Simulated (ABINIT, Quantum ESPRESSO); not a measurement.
A Quantum ESPRESSO input for a self-consistent single point of Os (P6_3/mmc, 4 atoms in the cell) (DFT, PBEsol, plane waves, SSSP 1.1.2 efficiency (PBE) pseudopotentials):

```fortran
&control
 calculation = 'scf'
 outdir = './work'
 pseudo_dir = './'
 verbosity = 'high'
 tprnfor = .true.
 tstress = .true.
/
&system
 ibrav = 4
 A = 2.74342565
 C = 8.82699000
 nat = 4
 ntyp = 1
 ecutwfc = 40
 ecutrho = 320
 occupations = 'smearing'
 smearing = 'gauss'
 degauss = 0.0073499
 input_dft = 'pbesol'
/
&electrons
 conv_thr = 1.0d-10
 mixing_beta = 0.4
/
ATOMIC_SPECIES
Os   190.2300  Os_pbe_v1.2.uspp.F.UPF
ATOMIC_POSITIONS angstrom
Os    0.00000000    0.00000000    0.00000000
Os    0.00000000    0.00000000    4.41349500
Os    0.00000000    1.58391754    2.20674750
Os    1.37171282    0.79195877    6.62024250
K_POINTS automatic
9 9 3  0 0 0
```

Problem. Give the ABINIT input for the same structure, mesh, smearing and functional.

Solution. This is the input that was run; spellings and numerical settings could be chosen otherwise.

```
# Os, JTH v2.0 PBE PAW
pp_dirpath "./"
pseudos "Os.GGA_PBE-JTH.xml"
acell 3*1.0
rprim
         5.1843231183    0.0000001543    0.0000000000
        -2.5921616928    4.4897554447    0.0000000000
         0.0000000000    0.0000000000   16.6805936048
natom 4
ntypat 1
znucl 76
typat 1 1 1 1
xred
         0.0000000000    0.0000000000    0.0000000000
         0.0000000000    0.0000000000    0.5000000000
         0.3333333333    0.6666666667    0.2500000000
         0.6666666667    0.3333333333    0.7500000000
ecut 40 Ry
pawecutdg 80 Ry
pawxcdev 0
ixc -116133
occopt 7
tsmear 0.00367493
nband 22
kptopt 1
ngkpt 9 9 3
nshiftk 1
shiftk 0 0 0
nstep 60
tolvrs 1.0e-11
prtwf 0
prtden 0
enunit 1
```

Basis settings and potentials, where a program has them, do not carry over. This input uses DFT, PBEsol, plane waves, PAW (JTH v2.0 PBE PAW, files made for PBE). Both were run: pressure -12.06 GPa in Quantum ESPRESSO and -12.13 in ABINIT.

On ABINIT: the starting cell was generated: these elements placed on a structure prototype, without a prior relaxation; it need not be a known phase or ordering of this composition. Its lattice was rescaled by a random factor within 2.5 % of one. Spin polarisation is off. The potentials were made for another functional than the one used. With a pressure of about -12 GPa the cell is away from its equilibrium volume at this level.

On Quantum ESPRESSO: the starting cell was generated: these elements placed on a structure prototype, without a prior relaxation; it need not be a known phase or ordering of this composition. Its lattice was rescaled by a random factor within 2.5 % of one. Spin polarisation is off. With a pressure of about -12 GPa the cell is away from its equilibrium volume at this level.
